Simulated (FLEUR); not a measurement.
A user runs FLEUR on NiO (Fm-3m, 2 atoms in the cell) and asks whether the run is sound. The aim is a self-consistent single point with DFT, PBE, all-electron FLAPW (FLEUR), scalar-relativistic valence.

Cell that was meant: a = 2.9602 Å, b = 2.9602 Å, c = 2.9602 Å, α = 60.00°, β = 60.00°, γ = 60.00°.

Part of the input:

```xml
   </comment>
   <calculationSetup>
      <cutoffs Kmax="4.5" Gmax="13.5" GmaxXC="13.5" numbands="0"/>
      <scfLoop itmax="60" minDistance="5.0" maxIterBroyd="99" imix="Anderson" alpha="0.05" precondParam="0.0" spinf="2.0"/>
      <coreElectrons ctail="T" frcor="F" kcrel="0" coretail_lmax="0"/>
      <xcFunctional name="pbe" relativisticCorrections="F"/>
      <magnetism jspins="2"/>
      <soc l_soc="F" theta="0.0" phi="0.0" spav="F"/>
      <expertModes spex="0" secvar="F"/>
      <geometryOptimization l_f="F" forcealpha="1.0" forcemix="BFGS" epsdisp="0.00001" epsforce="0.00001"/>
      <ldaU l_linMix="F" mixParam="0.05" spinf="1.0"/>
   </calculationSetup>
   <cell>
```

Log, with long lists cut:

```
      Welcome to FLEUR        (www.flapw.de)
      MaX-Release 8.1          (www.max-centre.eu)

 ========== k-point set info ==========
 Selected k-point list: default-1
 k-point list type: mesh
 7 x 7 x 7
 Number of k points: 20

 ------------Calculation Setup---------------------------
           1           2           4           5          10          20
 Number of basis functions:          203
 Iteration:     1   Distance:      29.26300309 me/bohr^3
 Iteration:     2   Distance:      30.63320053 me/bohr^3
 Iteration:     3   Distance:      30.58192485 me/bohr^3
 Iteration:     4   Distance:      16.86180753 me/bohr^3
 Iteration:     5   Distance:      12.15670092 me/bohr^3
 Iteration:     6   Distance:       9.25270532 me/bohr^3
 Iteration:     7   Distance:       3.76936047 me/bohr^3
 Run finished successfully
 Stop message:
   all done

[file out, last iteration]
             iter=      7
[...]
          total density-effective poten   -2.5293158846E+03
          total charge density-energy d   -7.2137802389E+01
 Updated energy parameters for spin:           1
 Updated energy parameters for spin:           2
[...]
 fermi energy and band-weighting factors:
    1.130026    1.308611

[...]
FERMIE:
          first approx. to ef    (T=0)  :   0.327637 htr   (energy of the highest occ. eigenvalue)
          number of occ. states  (T=0)  :        445
          first approx. to seigv (T=0)  :  -9.982583 htr
          sum of weights of occ. states :  22.005831
          sum of semicore charge        :   0.000000 e
   [... lines left out ...]
          total moment                 =     1.56634
 Direct bandgap for spin            1 :    2.0766182069411387E-002  Htr
 Direct bandgap for spin            2 :    2.2081892233187739E-002  Htr
 ---->    free energy=                     -1596.0412500863 htr
   [... lines left out ...]
---->    distance of charge densities for spin  2                 it=    7:     2.648409 me/bohr**3
---->    distance of charge densities for it=    7:     2.542515 me/bohr**3
---->    distance of spin densities for it=    7:     3.769360 me/bohr**3
GENERALIZED ANDERSON MIXING: alpha=   0.05000 History-length=6
     ******* it=  7  is completed********
```

Task: Can these results be used? Check the input.

Result: The run is not sound. The fault is a convergence threshold that is too loose. A loop that stops early leaves an energy error of second order in the density error, but errors of first order in forces and stress. To fix it, tighten the threshold. The run converged in 7 iterations without an error; against the sound input the total energy rises by 6.9 meV/atom and the size of the net moment goes from 0.91 to 0.78 μB/atom.

The sound input it was made from differs as follows (other fixes are possible):
```diff
-      <scfLoop itmax="60" minDistance="5.0" maxIterBroyd="99" imix="Anderson" alpha="0.05" precondParam="0.0" spinf="2.0"/>
+      <scfLoop itmax="60" minDistance="0.00001" maxIterBroyd="99" imix="Anderson" alpha="0.05" precondParam="0.0" spinf="2.0"/>
-      <geometryOptimization l_f="F" forcealpha="1.0" forcemix="BFGS" epsdisp="0.00001" epsforce="0.00001"/>
+      <geometryOptimization l_f="T" forcealpha="1.0" forcemix="BFGS" epsdisp="0.00001" epsforce="0.00001"/>
```

With that input, the run converged in 47 iterations: total energy -43430.5087 eV; Fermi level (on the code's own zero) 8.87 eV; size of the cell's spin moment 1.81 μB; site moments (μB, in the program's spheres or projections) Ni 1.51, O 0.26 (DFT, PBE, all-electron FLAPW (FLEUR), scalar-relativistic valence).

On the sound input: the starting cell comes from a database of computed structures (which also holds hypothetical and non-ambient phases and stackings), without a prior relaxation at this level. With one magnetic atom in the cell only a parallel order is possible. Values depend on the basis (sphere radii, cutoffs, local orbitals), which need not be converged. The log's line on a gap gives a spacing of levels on this mesh, which the program prints for metals too.
